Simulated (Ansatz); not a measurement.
Start from HgS in the zinc blende structure (space group F-43m, No. 216; a = 5.876 Å). Axes: x, y, z lie along the cube axes.

Method: PBEsol (Ansatz, a first-principles code, PAW, without spin-orbit coupling).

For the base:

The volume per atom is 25.36 Å³.

One thing is altered: uniaxial stress, 5 GPa compression along x, with the cell and atoms free to relax against it.

Question: How does this affect the volume per atom?

Answer: The volume per atom shrinks by 4.46 Å³ (25.36 Å³ → 20.90 Å³).

Load acts through the strain it causes; cell and atoms are relaxed under it. Stability under load was not tested beyond the relaxation. All final runs are without spin polarisation. Under uniaxial stress, 5 GPa compression along x the cell changed shape so far that it is another structure.
